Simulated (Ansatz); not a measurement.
What 6 layers does to hypothetical diamond W

The parent structure is W in the diamond structure (space group Fd-3m, No. 227; a = 5.7554 Å; a hypothetical phase, not in the database extracts checked). Axes: x, y, z lie along the cube axes.

It is then changed as follows: a free-standing slab of 6 layers (12 atoms, 2 a layer) is cut normal to [110], with 15 Å of vacuum and the in-plane cell held at bulk.

Level of theory: Ansatz (a program for electronic structure), PBEsol, PAW, cutoff 420 eV, no spin-orbit coupling. Γ-centred 12×8×1 mesh, Fermi–Dirac width 0.05 eV, for the changed cell.

The layer's space group (with vacuum) amounts to Pmna (No. 53) and the shortest interatomic distance decreases by 0.050 Å, from 2.492 Å to 2.442 Å. The band gap remains zero and the excess energy per area of both faces (slab less bulk energy over the cell's area: twice a surface energy) comes out as 3.1 J/m² (uncertain by up to 0.08 J/m²). The thickness between the outermost nuclei comes out as 10.25 Å and the change of the spacing d12 from its bulk value of 2.035 Å is -1.8 %. The change of the spacing d23 from its bulk value of 2.035 Å comes out as +3.4 %.

Final structure:

```
CELL_PARAMETERS angstrom
      4.06971     0.00000     0.00000
      0.00000     5.75544     0.00000
      0.00000     0.00000    25.17427
ATOMIC_POSITIONS crystal
  W  0.75000 0.00013 0.29643
  W  0.25000 0.24987 0.29643
  W  0.25000 0.49372 0.37581
  W  0.75000 0.75628 0.37581
  W  0.75000 0.99644 0.45942
  W  0.25000 0.25356 0.45942
  W  0.25000 0.49644 0.54058
  W  0.75000 0.75356 0.54058
  W  0.75000 0.99372 0.62419
  W  0.25000 0.25628 0.62419
  W  0.25000 0.50013 0.70357
  W  0.75000 0.74987 0.70357
```

Slab and bulk use different k-meshes, which limits the precision of the excess energy. No phonon test of stability was made. All final runs are without spin polarisation.
